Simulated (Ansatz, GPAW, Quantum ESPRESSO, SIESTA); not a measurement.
# Code comparison for InSb (F-43m, 2 atoms in the cell)

Relaxation of cell and atoms.

```yaml
crystal:
  lattice:
    - [0.00000, 3.34679, 3.34679]
    - [3.34679, 0.00000, 3.34679]
    - [3.34679, 3.34679, 0.00000]
  atoms:
    - { symbol: In, position: [0.00000, 0.00000, 0.00000] }
    - { symbol: Sb, position: [0.25000, 0.25000, 0.25000] }
```

Shared settings, as Ansatz (an electronic-structure program) writes them: kpoints.mp_grid.grid = 9 9 9; scf.occupations.method = fermi_dirac; scf.occupations.width = 0.1 eV. Potentials and cutoffs stand in the table.

| code | model | final volume (Å³/atom) | cutoff |
|---|---|---|---|
| GPAW | PBE, GPAW PAW datasets PBE (gpaw-data 1.0.1) | 36.19 | 600 eV |
| Quantum ESPRESSO | PBE, GBRV 1.5 ultrasoft (PBE) pseudopotentials | 36.01 | 40 Ry |
| SIESTA | GGA PBE, numerical atomic orbitals DZP, PseudoDojo PBE standard norm-conserving potentials (rewritten from UPF to PSML) | 36.71 | grid 350 Ry |
| Ansatz | PBE, default PAW files | 36.54 | 420 eV |

On Ansatz's run: spin-orbit coupling is off.

The spread over the programs that give each value: final volume within 0.70 Å³/atom.

SIESTA uses small atom-centred bases, whose incompleteness enters pressures, forces and empty levels differently from a plane-wave cutoff. The programs treat the finite-basis stress differently while the cell relaxes: Ansatz adds an estimate of it.

The starting cell comes from a database of computed structures (which also holds hypothetical and non-ambient phases and stackings), without a prior relaxation at this level. Its lattice was rescaled by a random factor within 2.5 % of one.

Keys are those of Ansatz 0.2.
